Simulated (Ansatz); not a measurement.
## LiBH4 (P6₃mc, No. 186, 12 atoms in the cell; start mp-2659898)

Calculation: PBE0 (plane waves, PAW; Ansatz, a quantum-chemistry and plane-wave program).

Numerical settings: plane-wave cutoff 500 eV, 6×6×4 k mesh (along the axes of the cell as run), gaussian smearing 0.02 eV, scalar-relativistic PAW data made under PBE.

Cell (relaxed with r²SCAN):

```
LiBH4
1.0
    4.18515     0.00000     0.00000
   -2.09258     3.62445     0.00000
    0.00000     0.00000     7.23895
Li B H
2 2 8
Direct
  0.33333   0.66667   0.10861
  0.66667   0.33333   0.60861
  0.33333   0.66667   0.53655
  0.66667   0.33333   0.03655
  0.33333   0.66667   0.36917
  0.66667   0.33333   0.86917
  0.17569   0.35137   0.59355
  0.82431   0.17569   0.09355
  0.64863   0.82431   0.59355
  0.82431   0.64863   0.09355
  0.17569   0.82431   0.59355
  0.35137   0.17569   0.09355
```

| Item | Result |
|---|---|
| band gap | 8.89 eV (on the SCF k mesh) |

Note: cell and atoms aren't relaxed at this level (largest force component 0.05 eV/Å, pressure 0.2 GPa).

The result took roughly 110 core-seconds.

A start named mp-… is a Materials Project structure, which need not be a measured phase.
